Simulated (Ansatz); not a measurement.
## Al₂Cu (model structure, started from the MoSi2 type, I4/mmm, No. 139, 3 atoms in the cell)

Calculation: PBEsol in Ansatz (plane waves, PAW).

Settings: plane-wave cutoff 500 eV, 24×24×24 k mesh, Fermi–Dirac smearing 0.1 eV, no spin polarisation, scalar-relativistic PAW data made under PBE.

Cell (relaxed at this level):

Al$_{2}$Cu has the tetragonal space group I4/mmm (No. 139), Pearson symbol tI6. Conventional cell: a = 3.383 Å, b = 3.383 Å, c = 7.679 Å, α = 90.00°, β = 90.00°, γ = 90.00°. Cu on 2a is surrounded by 2 Al at 2.573 Å and 8 Al at 2.707 Å and 4 Cu at 3.383 Å. Al on 4e has 1 Al at 2.533 Å and 4 Al at 2.726 Å and 1 Cu at 2.573 Å and 4 Cu at 2.707 Å. (Neighbours: up to the widest gap in distance over summed covalent radii, below 1.35, at either atom.)
(The calculation used a cell of 3 atoms; values per cell refer to that cell.)

- band gap = zero (no gap)

Note: the relaxation could raise the start's symmetry but not lower it, so the cell can be a saddle point.

A model structure was made by putting elements into a prototype or built by hand; it is no filed structure, need not be a known phase, and can be a saddle point held by its symmetry.

Ansatz is a first-principles code.
